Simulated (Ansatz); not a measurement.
Reference: monolayer TiS2, HSE06, rigid bands (plane waves, PAW, scalar-relativistic; Ansatz, a first-principles code); geometry: cell and atoms relaxed with PBE.

```
TiS2
1.0
    3.41330     0.00000     0.00000
   -1.70665     2.95600     0.00000
    0.00000     0.00000    18.78370
Ti S
1 2
Direct
  0.00000   0.00000   0.50000
  0.33333   0.66667   0.57560
  0.66667   0.33333   0.42440
```

| Quantity | Result |
|---|---|
| band gap | 0.75 eV |
| electron conductivity mass | 0.48 mₑ |

Task: Replace Ti by Sn on the same sites and relax. What happens?

Result: band gap rises (0.75 eV to 2.38 eV); electron conductivity mass falls (0.48 mₑ to 0.38 mₑ).

Task: Swap Ti for Pt, keeping the structure type. How do these values move?

Result: band gap rises (0.75 eV to 2.58 eV); electron conductivity mass falls (0.48 mₑ to 0.39 mₑ).

Moves up to 5 % count as about the same. Masses are for dilute carriers at 300 K, harmonic means over directions unless an axis is named. Spin-orbit coupling is left out.

Model free-standing layer, not matched to a measured one here: monolayer PtS2. The missing spin-orbit coupling matters most for monolayer PtS2.
